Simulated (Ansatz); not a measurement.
The reference is SrTe in the rock salt structure (space group Fm-3m, No. 225; a = 6.607 Å).

Level of theory: DFT with PBEsol, PAW potentials and a 420 eV plane-wave cutoff in Ansatz (a program for electronic structure), no SOC.

Strains are applied to the cell and any free atomic positions relax.

One change was made to it. Results:

The energy increases by 30 meV/atom; the band gap rises by 0.22 eV to 1.79 eV; the smallest direct gap goes up by 0.11 eV (2.33 eV → 2.44 eV).

Question: Which of these changes matches the shifts?
A) isotropic strain +3.00 %
B) isotropic strain +2.00 %
C) isotropic strain −1.50 %
D) isotropic strain +0.50 %

Answer: A, isotropic strain +3.00 %. For comparison, the band gap in the other runs: isotropic strain +2.00 % gives 1.72 eV; isotropic strain +0.50 % gives 1.61 eV; isotropic strain −1.50 % gives 1.44 eV.

With Te present, leaving out spin-orbit coupling can change the band edges. Stability against distortions was not tested.
